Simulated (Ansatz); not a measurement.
```
Os
1.0
    2.69919     0.00000     0.00000
   -1.34960     2.33757     0.00000
    0.00000     0.00000     4.26447
Os
2
Direct
  0.33333   0.66667   0.25000
  0.66667   0.33333   0.75000
```

The numbers are results of PBEsol, DFPT electron-phonon coupling, linearised Boltzmann equation (plane waves, PAW, scalar-relativistic; Ansatz, a first-principles code), not measurements. Condition of this run: hydrostatic pressure 15 GPa (the target of the relaxation). Geometry: relaxed with this functional, without spin-orbit coupling, then loaded as said.

Problem. Estimate the phonon-limited resistivity at 300 K, by direction if it differs.

Solution. 6.8 (x), 6.8 (y), 4.6 (z) μΩ·cm.

Problem. And the electrons' mean free path at that temperature?

Solution. 10.0 nm, weighted by the current that each state carries. Wires not much wider than this gain resistivity from their walls.

A metal at this level (no band gap). Only scattering by harmonic phonons is included (no impurities, grain boundaries, electron-electron scattering or thermal expansion). Spin-orbit coupling is left out, which matters with elements this heavy. Halving the electron mesh (36x36x20) moves the resistivity by up to 1 % at 300 K, the mean free path by up to 1 %. Smearing 0.20 eV; phonons on a 6x6x3 q mesh, which this run doesn't test.
